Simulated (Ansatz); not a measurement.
Take SiC in the zinc blende structure (space group F-43m, No. 216; a = 4.356 Å) as the base.

Method: plane-wave PAW DFT at the r2SCAN level (Ansatz, a quantum-chemistry and plane-wave program, 500 eV), scalar-relativistic without spin-orbit coupling.

Base values:

- Width of the top valence band = 4.81 eV
- Hole mass = 0.35, 0.57, 0.57 mₑ (at Γ)

It is then changed as follows: the cell is scaled by 0.9971 in all directions; the atoms relax in the strained cell.

What happens to the energy relative to the base?

The energy grows by 0.6 meV/atom.

Estimate the effect on the width of the top valence band.

The width of the top valence band increases by 0.033 eV to 4.85 eV.

How does this affect the hole mass?

The hole mass (degenerate bands, along [100]) changes from 0.35, 0.57, 0.57 mₑ (at Γ) to 0.36, 0.57, 0.57 mₑ (at Γ).

The levels and masses belong to the bands next to the band gap. Effective masses come from finite differences of ±0.01 Å⁻¹. No phonon test of stability was made.
